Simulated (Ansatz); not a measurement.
Structures of equal composition on the (110) surface of bcc Ta: a layer of Ag in place of the second plane; a layer of Ag in place of the third plane. The slabs share one bottom face, and each structure is named by its start. These are constructed structures in small cells; real faces may alloy, dewet or reconstruct in larger ones, and not all known structures of the face are among them. Slabs of about 11 Å with all that they carry, Fermi-Dirac smearing of 0.1 eV. Bottom of the slabs: a bare face, its two planes held. Relaxed from the named starts with such symmetry as they have, on meshes of like density; energies extrapolated to zero smearing; no spin-orbit coupling, no U. Spin-polarised runs, if any, are marked in brackets, and their order is one that fits the cell; the others ran without spin.

Level of theory: PBE (plane waves to 420 eV, PAW; Ansatz, a quantum-chemistry and plane-wave program).

Problem. Put the candidates in order of energy per 1x1 cell, lowest first, for PBE.

Solution. a layer of Ag in place of the third plane (0.000 eV), a layer of Ag in place of the second plane (0.425 eV)
